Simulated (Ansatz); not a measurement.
Here is the system:

```yaml
crystal:
  lattice:
    - [3.50931, 0.00000, 0.00000]
    - [0.00000, 3.50931, 0.00000]
    - [1.75466, -1.75466, 2.56734]
  atoms:
    - { symbol: Li, position: [0.00000, 0.00000, 0.00000] }
    - { symbol: Cl, position: [0.50000, 0.50000, 0.00000] }
```

No spin polarisation.

Computed with PBEsol in Ansatz (plane waves to 420 eV, PAW, without spin-orbit coupling). Γ-centred 11×11×11 mesh, Fermi–Dirac width 0.05 eV.

Task: Predict the pressure (mean of the normal stresses, compression positive).

Result: 1.08 GPa.

Task: Estimate the band gap.

Result: 6.45 eV.

Task: Estimate the hole mass.

Result: 0.58 mₑ out of plane, 1.7 mₑ in plane (at Γ).

The cells carry an imposed strain or load. Effective masses come from finite differences of ±0.01 Å⁻¹. Whether these cells are dynamically stable was not tested. The cell was made from LiCl in the rock salt structure (space group Fm-3m, No. 225) by this change: biaxial strain −2.00 %, plane normal [001], relaxed out of plane.

Ansatz is a first-principles code.
